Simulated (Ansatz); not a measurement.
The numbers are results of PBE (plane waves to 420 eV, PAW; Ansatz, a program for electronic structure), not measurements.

Plane-averaged electrostatic potential energy along the normal, in eV from the Fermi level, for Ti on a W site (surface) in a 3x3 cell of the 1x1 (110) surface of bcc W:

| z (Å) | V (eV) |
|---|---|
| 5.20 | 4.80 |
| 5.49 | 4.80 |
| 5.78 | 4.80 |
| 6.07 | 4.79 |
| 6.36 | 4.78 |
| 6.64 | 4.76 |
| 6.93 | 4.72 |
| 7.22 | 4.62 |
| 7.51 | 4.44 |
| 7.80 | 4.06 |
| 8.09 | 3.31 |
| 8.38 | 1.82 |
| 8.67 | -1.11 |
| 8.96 | -7.22 |
| 9.24 | -15.18 |
| 9.53 | -20.64 |
| 9.82 | -21.00 |
| 10.11 | -16.17 |
| 10.40 | -8.62 |
| 10.69 | -3.57 |
| 10.98 | -4.76 |
| 11.27 | -11.49 |
| 11.56 | -18.72 |
| 11.84 | -21.99 |
| 12.13 | -19.70 |
| 12.42 | -12.91 |
| 12.71 | -5.49 |
| 13.00 | -2.61 |
| 13.29 | -5.47 |
| 13.58 | -12.87 |
| 13.87 | -19.65 |
| 14.16 | -21.95 |
| 14.44 | -18.68 |
| 14.73 | -11.45 |
| 15.02 | -4.69 |
| 15.31 | -3.40 |
| 15.60 | -8.20 |
| 15.89 | -15.43 |
| 16.18 | -20.03 |
| 16.47 | -19.68 |
| 16.76 | -14.53 |
| 17.04 | -6.97 |
| 17.33 | -1.08 |
| 17.62 | 1.78 |
| 17.91 | 3.24 |
| 18.20 | 3.99 |
| 18.49 | 4.37 |
| 18.78 | 4.56 |
| 19.07 | 4.66 |
| 19.36 | 4.71 |
| 19.64 | 4.73 |
| 19.93 | 4.74 |
| 20.22 | 4.75 |
| 20.51 | 4.75 |
| 20.80 | 4.75 |

Model: 36-atom slab, 6.6 Å thick at the start (thin: gaps and levels are the slab's own), 4x4x1 mesh, Fermi-Dirac 0.1 eV, dipole correction, 9 atoms held, the rest relaxed; symmetry of the start imposed; no spin, no spin-orbit, no U.

The vacuum level lies 4.75 eV above the Fermi level over the top face and 4.80 eV above it under the bottom face.
